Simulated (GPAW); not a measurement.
# A self-consistent single point of Be2C (Fm-3m, 3 atoms in the cell) with GPAW

Method: PBE, GPAW PAW datasets PBE (gpaw-data 1.0.1) (plane waves; GPAW).

This input was run:

```python
from ase import Atoms
from ase.units import GPa
from gpaw import GPAW, PW, FermiDirac

atoms = Atoms(['Be', 'Be', 'C'],
              cell=[[0.000000, 2.170000, 2.170000],
                    [2.170000, 0.000000, 2.170000],
                    [2.170000, 2.170000, 0.000000]],
              scaled_positions=[[0.250000, 0.250000, 0.250000],
                                [0.750000, 0.750000, 0.750000],
                                [0.000000, 0.000000, 0.000000]],
              pbc=True)

calc = GPAW(mode=PW(950),
            xc='PBE',
            kpts=(7, 7, 7),
            occupations=FermiDirac(0.05),
            nbands=-8,
            convergence={'bands': -6},
            symmetry={'symmorphic': False, 'tolerance': 0.0005},
            maxiter=120)

atoms.calc = calc

energy = atoms.get_potential_energy()
print('Energy (eV):', round(energy, 6))
forces = atoms.get_forces()
print('Forces (eV/Ang):')
print(forces.round(5))
stress = atoms.get_stress()
print('Stress (GPa, Voigt):', (stress / GPa).round(4))
```

Log, with long lists cut:

```
Input parameters:
  convergence: {bands: -6}
  kpts: [7 7 7]
  maxiter: 120
  mode: {ecut: 950.0,
         name: pw}
  nbands: -8
  occupations: {fixmagmom: False,
                name: fermi-dirac,
                width: 0.05}
  symmetry: {symmorphic: False,
             tolerance: 0.0005}
  xc: PBE

species:
  Be:
    name: Beryllium
    Z: 4.0
    valence: 2
    core: 2
    charge: 0.0
    file: Be.PBE.gz

    # Using partial waves for Be as LCAO basis

  C:
    name: Carbon
    Z: 6.0
    valence: 4
    core: 2
    charge: 0.0
    file: C.PBE.gz

    # Using partial waves for C as LCAO basis

Reference energy: -1823.998063  # eV

Spin-paired calculation

Convergence criteria:
 Maximum [total energy] change in last 3 cyles: 0.0005 eV / valence electron
 Maximum integral of absolute [dens]ity change: 0.0001 electrons / valence electron
 Maximum integral of absolute [eigenst]ate change: 4e-08 eV^2 / valence electron
 Maximum number of scf [iter]ations: 120

Symmetries present (total): 48
Symmetries with fractional translations: 0
343 k-points: 7 x 7 x 7 Monkhorst-Pack grid
20 k-points in the irreducible part of the Brillouin zone
       k-points in crystal coordinates                weights
   0:     0.00000000    0.00000000    0.00000000          1/343
   1:     0.14285714    0.14285714    0.00000000          6/343
   2:     0.14285714    0.14285714    0.14285714          8/343
   [... 7 lines left out ...]
          ...
  19:     0.42857143    0.42857143    0.42857143          8/343

Wave functions: Plane wave expansion
  Cutoff energy: 950.000 eV
  Number of coefficients (min, max): 1346, 1374
  Pulay-stress correction: 0.000000 eV/Ang^3 (de/decut=0.000000)

Occupation numbers: Fermi-Dirac:
  width: 0.0500  # eV

Eigensolver

Densities:
  Coarse grid: 24*24*24 grid
  Fine grid: 48*48*48 grid
  Total Charge: 0.000000

Density mixing:
  Method: separate
  Backend: pulay
  Linear mixing parameter: 0.05
  old densities: 5
  Damping of long wavelength oscillations: 50

Hamiltonian:
  XC and Coulomb potentials evaluated on a 48*48*48 grid
  External potential:
    NoExternalPotential

XC parameters: PBE with 2 nearest neighbor stencil

Number of atoms: 3
Number of atomic orbitals: 12
Number of bands in calculation: 12
Number of valence electrons: 8
Bands to converge: 6

Density initialized from atomic densities
  12 bands from LCAO basis set

Atomic positions and initial magnetic moments

Positions:
   0 Be     1.085000    1.085000    1.085000    ( 0.0000,  0.0000,  0.0000)
   1 Be     3.255000    3.255000    3.255000    ( 0.0000,  0.0000,  0.0000)
   2 C      0.000000    0.000000    0.000000    ( 0.0000,  0.0000,  0.0000)

Unit cell:
           periodic     x           y           z      points  spacing
  1. axis:    yes    0.000000    2.170000    2.170000    24     0.1044
  2. axis:    yes    2.170000    0.000000    2.170000    24     0.1044
  3. axis:    yes    2.170000    2.170000    0.000000    24     0.1044

  Lengths:   3.068843   3.068843   3.068843
  Angles:   60.000000  60.000000  60.000000

Effective grid spacing dv^(1/3) = 0.1139

     iter     time        total  log10-change:
                         energy   eigst   dens
iter:   1 --:--:--   -18.130459   +0.66
iter:   2 --:--:--   -17.933009   -1.32  -0.71
iter:   3 --:--:--   -17.266634   -1.01  -0.76
iter:   4 --:--:--   -17.264294   -2.21  -1.19
iter:   5 --:--:--   -17.269084   -2.43  -1.38
iter:   6 --:--:--   -17.269200   -4.45  -2.56
iter:   7 --:--:--   -17.269190c  -5.06  -2.60
iter:   8 --:--:--   -17.269180c  -5.52  -3.24
iter:   9 --:--:--   -17.269179c  -8.44c -3.97
iter:  10 --:--:--   -17.269180c  -8.02c -4.07c

Converged after 10 iterations.

Dipole moment: (-0.000000, -0.000000, 0.000000) |e|*Ang

Energy contributions relative to reference atoms: (reference = -1823.998063)

Kinetic:        +15.207648
Potential:      -10.957829
External:        +0.000000
XC:             -21.412452
Entropy (-ST):   -0.000000
Local:           -0.106546
SIC:             +0.000000
--------------------------
Free energy:    -17.269180
Extrapolated:   -17.269180

Showing only first 2 kpts
 Kpt  Band  Eigenvalues  Occupancy
  0     2      8.68721    2.00000
  0     3      8.68721    2.00000
  0     4     12.78193    0.00000
  0     5     12.78193    0.00000

  1     2      7.10423    2.00000
  1     3      7.38908    2.00000
  1     4     13.06765    0.00000
  1     5     14.77206    0.00000

Fermi level: 9.36675

Gap: 1.394 eV
Transition (v -> c):
  (s=0, k=0, n=3, [0.00, 0.00, 0.00]) -> (s=0, k=16, n=4, [0.43, 0.43, 0.00])
Direct/indirect transitions are different
Direct gap: 4.095 eV
Transition at: (s=0, k=0, n=3, [0.00, 0.00, 0.00])
Energy (eV): -17.26918

Forces in eV/Ang:
  0 Be   -0.00000    0.00000    0.00000
  1 Be   -0.00000    0.00000    0.00000
  2 C    -0.00000    0.00000    0.00000

Stress tensor:
    -0.006925     0.000000     0.000000
     0.000000    -0.006925    -0.000000
     0.000000    -0.000000    -0.006925
Stress (GPa, Voigt): [-1.1095 -1.1095 -1.1095 -0.      0.      0.    ]
```

The run converged in 10 iterations. GPAW prints stress with tension positive.

At such cutoffs GPAW's stress carries a finite-basis (Pulay) error, which enters relaxed cells too; its log prints stress with tension positive.

The starting cell has typed, rounded lattice constants, without a prior relaxation at this level. Another mesh or the band path of this cell gives a smaller gap, so this value is not converged in the mesh.
